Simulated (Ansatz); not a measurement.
**Response to strain in Rh**

Base system: Rh in the fcc (Cu type) structure (space group Fm-3m, No. 225; relaxed with 0.1 eV smearing).

```
Rh
1.0
    0.00000     1.91600     1.91600
    1.91600     0.00000     1.91600
    1.91600     1.91600     0.00000
Rh
1
Direct
  0.00000   0.00000   0.00000
```

Strains are applied to the cell and any free atomic positions relax.

Calculations: PBE/PAW in Ansatz (a first-principles code), no spin-orbit coupling.

Notes on the quantities. energy relative to the base: free energy F.

```json
[
 {"change": "base", "energy relative to the base": "0 meV/atom", "pressure": "0.0 GPa", "shortest interatomic distance": "271.0 pm"},
 {"change": "isotropic strain −3.00 %", "energy relative to the base": "+103 meV/atom", "pressure": "29.5 GPa", "shortest interatomic distance": "262.8 pm"},
 {"change": "isotropic strain −2.50 %", "energy relative to the base": "+70 meV/atom", "pressure": "23.5 GPa", "shortest interatomic distance": "264.2 pm"},
 {"change": "isotropic strain −1.00 %", "energy relative to the base": "+10 meV/atom", "pressure": "8.3 GPa", "shortest interatomic distance": "268.3 pm"},
 {"change": "isotropic strain −0.50 %", "energy relative to the base": "+2.6 meV/atom", "pressure": "4.0 GPa", "shortest interatomic distance": "269.6 pm"},
 {"change": "isotropic strain +0.50 %", "energy relative to the base": "+2.5 meV/atom", "pressure": "-3.7 GPa", "shortest interatomic distance": "272.3 pm"},
 {"change": "isotropic strain +1.00 %", "energy relative to the base": "+9.6 meV/atom", "pressure": "-7.0 GPa", "shortest interatomic distance": "273.7 pm"},
 {"change": "isotropic strain +1.50 %", "energy relative to the base": "___", "pressure": "___", "shortest interatomic distance": "275.0 pm"},
 {"change": "isotropic strain +2.00 %", "energy relative to the base": "+37 meV/atom", "pressure": "-12.9 GPa", "shortest interatomic distance": "276.4 pm"},
 {"change": "isotropic strain +2.50 %", "energy relative to the base": "+57 meV/atom", "pressure": "-15.5 GPa", "shortest interatomic distance": "277.7 pm"}
]
```

**Question.** Fill in the withheld entries from the trend.

**Answer.** 
- isotropic strain +1.50 %, energy relative to the base: +21 meV/atom
- isotropic strain +1.50 %, pressure: -10.1 GPa

Stability against distortions was not tested. The final runs are not spin-polarised. Rh lies near a magnetic instability that expansion can trigger; it was not tested.
